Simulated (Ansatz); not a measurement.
A relaxation of cell and atoms of KRb₃ (P1, 4 atoms in the cell) with Ansatz (an electronic-structure program).

Computed with PBEsol, PAW files made with PBE (plane waves; Ansatz).

```
CELL_PARAMETERS angstrom
      7.14149     0.00000     0.00000
      0.00000     7.14149     0.00000
      0.00000     0.00000     7.14149
ATOMIC_POSITIONS crystal
  K  0.98927 0.00356 0.00897
  Rb 0.01061 0.49940 0.48530
  Rb 0.49324 0.99526 0.49963
  Rb 0.50688 0.50179 0.00611
```

Reference input (self-consistent single point, DFT, PBEsol, plane waves, PAW files made with PBE): basis.ecutwfc = 30.9 Ry; kpoints.mp_grid.grid = 3 3 3; hamiltonian.xc = pbesol; hamiltonian.pseudopotentials = {kind: paw} (the program's default PAW files); scf.occupations.method = fermi_dirac; scf.occupations.width = 0.0037 Ry. This run's input differs from it in these lines:

```diff
@@ -19,2 +19,4 @@
   occupations: { method: fermi_dirac, width: 0.0037 Ry }
+relax:
+  cell: {}
 output:
```

Output (repeated stretches shortened):

```
   [... SCF lines of the steps left out ...]
relax step   1: F+E_penalty+E_count = -11166.91830475 eV  Δ(F+E_penalty+E_count) = +0.000e0 eV  max|allowed force component| = 4.786e-2 eV/Å  Δτ_max = 0.0000 Å  P = -0.211 GPa  Ω = 364.222 Å³  (7 SCF iters, dr2 threshold 1.00e-7 eV, accepted)
relax step   2: F+E_penalty+E_count = -11166.92350765 eV  Δ(F+E_penalty+E_count) = -5.203e-3 eV  max|allowed force component| = 4.366e-2 eV/Å  Δτ_max = 0.0132 Å  P = -0.195 GPa  Ω = 361.251 Å³  energy of the carried Pulay correction = +4.696e-6 eV  [...]
   [... lines left out ...]
relax step   4: F+E_penalty+E_count = -11166.94699639 eV  Δ(F+E_penalty+E_count) = -2.170e-3 eV  max|allowed force component| = 4.862e-3 eV/Å  Δτ_max = 0.0374 Å  P = +0.008 GPa  Ω = 333.785 Å³  energy of the carried Pulay correction = +5.000e-5 eV  [...]
relax step   5: F+E_penalty+E_count = -11166.94696278 eV  Δ(F+E_penalty+E_count) = +3.361e-5 eV  max|allowed force component| = 4.863e-3 eV/Å  Δτ_max = 0.0000 Å  P = +0.008 GPa  Ω = 333.785 Å³  stress off target by 9.70e-3 GPa  SCF on the basis [...]
basis re-selected at this cell: Δ(F+E_penalty+E_count) = +3.361e-5 eV, ΔP = -0.000 GPa vs the last step
Stability not checked: this state was not tested for a lower state beside it, because too few of the mixer's solves of this state at the end of the SCF gave a …
Free energy (F): -11166.946963 eV
Internal energy: -11166.903088 eV  (E = F + TS)
E sigma→0 (E₀):  -11166.925025 eV
Entropy (-TS):   -0.043875 eV (-10.969 meV/atom)
Fermi energy:    1.956883 eV
--- Forces (eV/Å), atoms counted from 1 ---
  atom   1  K     -0.00088825    -0.00008050     0.00375104
   [... lines left out ...]
  cell:  # Å, volume = 333.7854 Å³
   [... lines left out ...]
  atoms:
    - { symbol: K, position: [0.0003942663817984438, -4.717500323780306e-5, -0.000704331615893532] }
    - { symbol: Rb, position: [-0.00043774610166159205, 0.49989461741555485, 0.5007280236484803] }
    - { symbol: Rb, position: [0.4999660767805731, 0.00019012083511859014, 0.5007730047073062] }
    - { symbol: Rb, position: [0.5000774029392899, 0.49996343675256416, -0.0007956967398932375] }
```

The run converged. 

Summary of the result:
Free energy E − TS (on the zero of these files): -11166.9470 eV
Fermi level (on the code's own zero): 1.96 eV
Pressure: 0.01 GPa
Largest force (vector length): 0.005 eV/Å
Final cell: a = 6.936 Å, b = 6.939 Å, c = 6.935 Å, α = 90.02°, β = 89.95°, γ = 90.00°
Final volume per atom: 83.45 Å³
Relaxation steps: 5

The starting cell comes from a database of computed structures (which also holds hypothetical and non-ambient phases and stackings), without a prior relaxation at this level. Its atoms were displaced at random from the sites of space group no. 221. Ansatz's pressure includes its estimate of the finite-basis (Pulay) stress.

Keys are those of Ansatz 0.2.
